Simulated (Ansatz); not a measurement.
Start from CuI in the zinc blende structure (space group F-43m, No. 216; a = 5.9393 Å).

Modification: a hydrostatic pressure of 0.9 GPa.

Levels (all Ansatz, a quantum-chemistry and plane-wave program, PAW): PBEsol (420 eV, without spin-orbit coupling); r2SCAN (500 eV, spin-orbit coupling left out); HSE06 (420 eV, no spin-orbit coupling).

One geometry, relaxed with PBEsol, under each level:

Notes on the quantities. hole mass: degenerate bands, along [100].

| level | band gap | lowest conduction level above the VBM at special points | electron mass | hole mass | pressure |
|---|---|---|---|---|---|
| PBEsol | 1.22 eV | Γ 1.22 eV; L 2.13 eV; X 2.44 eV; K 2.93 eV | 0.14 mₑ (at Γ) | 0.20, 0.61, 0.61 mₑ (at Γ) | 0.89 GPa |
| r2SCAN | ___ | ___ | ___ | ___ | ___ |
| HSE06 | 2.80 eV | Γ 2.80 eV; L 3.63 eV; X 3.67 eV | – | – | – |

Problem. Give the withheld r2SCAN results.

Solution. 
- r2SCAN, band gap: 1.85 eV
- r2SCAN, lowest conduction level above the VBM at special points: Γ 1.85 eV; L 2.61 eV; X 2.78 eV; K 3.29 eV
- r2SCAN, electron mass: 0.18 mₑ (at Γ)
- r2SCAN, hole mass: 0.28, 0.62, 0.62 mₑ (at Γ)
- r2SCAN, pressure: 3.02 GPa

Single points use the geometry relaxed with PBEsol. Their cutoffs differ, which shifts pressures a little. With I present, leaving out spin-orbit coupling can change the band edges. Load acts through the strain it causes; cell and atoms are relaxed under it. Masses are band curvatures over ±0.01 Å⁻¹ around the edge. Stability against distortions was not tested. All final runs are without spin polarisation.
